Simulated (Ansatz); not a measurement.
A computed series for GeP3: response to strain

Consider GeP₃ (space group R-3m, No. 166).

```xyz
8
Lattice="3.5231 2.0341 3.1597 -3.5231 2.0341 3.1597 0.0000 -4.0681 3.1597" Properties=species:S:1:pos:R:3 pbc="T T T"
Ge     0.0000     0.0000     6.9864
Ge     0.0000     0.0000     2.4927
P      0.0000    -2.1340     3.7211
P      0.0000     2.1340     5.7580
P      1.8481     1.0670     3.7211
P     -1.8481    -1.0670     5.7580
P     -1.8481     1.0670     3.7211
P      1.8481    -1.0670     5.7580
```

Cartesian axes are those of the cell as printed.

Strains are applied to the cell and any free atomic positions relax; under biaxial strain the out-of-plane vector relaxes too; under stress the whole cell relaxes.

All numbers come from Ansatz (a first-principles code) PBEsol, no spin-orbit coupling.

Notes on the quantities. energy relative to the base: free energy F; pressure: mean of the normal stresses, compression positive.

| change | energy relative to the base | pressure | shortest interatomic distance | space group |
|---|---|---|---|---|
| base | 0 meV/atom | 0.0 GPa | 2.236 Å | R-3m (No. 166) |
| biaxial strain +2.62 %, plane normal [001], relaxed out of plane | +11 meV/atom | -2.6 GPa | ___ | R-3m (No. 166) |
| isotropic strain +1.49 % | +6.7 meV/atom | -2.7 GPa | 2.241 Å | R-3m (No. 166) |
| tensor shear ε_yz = −1.65 % | ___ | 0.1 GPa | ___ | C2/m (No. 12) |
| uniaxial stress, 8 GPa compression along z | ___ | – | 2.271 Å | R-3m (No. 166) |

### Question
Some entries are withheld; estimate them.

### Answer

- biaxial strain +2.62 %, plane normal [001], relaxed out of plane, shortest interatomic distance: 2.251 Å
- tensor shear ε_yz = −1.65 %, energy relative to the base: +2.3 meV/atom
- tensor shear ε_yz = −1.65 %, shortest interatomic distance: 2.228 Å
- uniaxial stress, 8 GPa compression along z, energy relative to the base: +40 meV/atom

Without a gap, meshes like the base's 9×9×9 leave anisotropic stresses uncertain by several tenths of a GPa, and small strain energies with them. Stability under load was not tested beyond the relaxation. All final runs are without spin polarisation.
